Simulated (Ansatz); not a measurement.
The parent structure is GaP in the zinc blende structure (space group F-43m, No. 216; a = 5.439 Å).

Perturbation: full substitution P → Sb; the structure is relaxed again.

Levels (all Ansatz, a program for electronic structure, PAW, earlier PAW set): PBEsol (420 eV, spin-orbit coupling left out); r2SCAN (500 eV, spin-orbit coupling left out); PBEsol+SOC (420 eV, spin-orbit coupling included).

One geometry, relaxed with PBEsol, under each level:

Notes on the quantities. hole mass: degenerate bands, along [100].

```tsv
level	band gap	electron mass	hole mass	pressure
PBEsol	zero	–	–	0.0 GPa
r2SCAN	[?]	[?]	[?]	[?]
PBEsol+SOC	zero	–	–	0.0 GPa
```

Give the withheld r2SCAN results.


- r2SCAN, band gap: 0.49 eV
- r2SCAN, electron mass: 0.027 mₑ (at Γ)
- r2SCAN, hole mass: 0.026, 0.26, 0.26 mₑ (at Γ)
- r2SCAN, pressure: 0.6 GPa

Single points use the geometry relaxed with PBEsol. Their cutoffs differ, which shifts pressures a little. Differences between runs with and without spin-orbit coupling are approximate. Spin-orbit coupling, missing from the scalar runs, can matter with Sb. Effective masses come from finite differences of ±0.01 Å⁻¹. Stability against distortions was not tested. The runs without spin-orbit coupling are not spin-polarised. A zero or small gap of GaSb can be the functional's error rather than a property of the material.
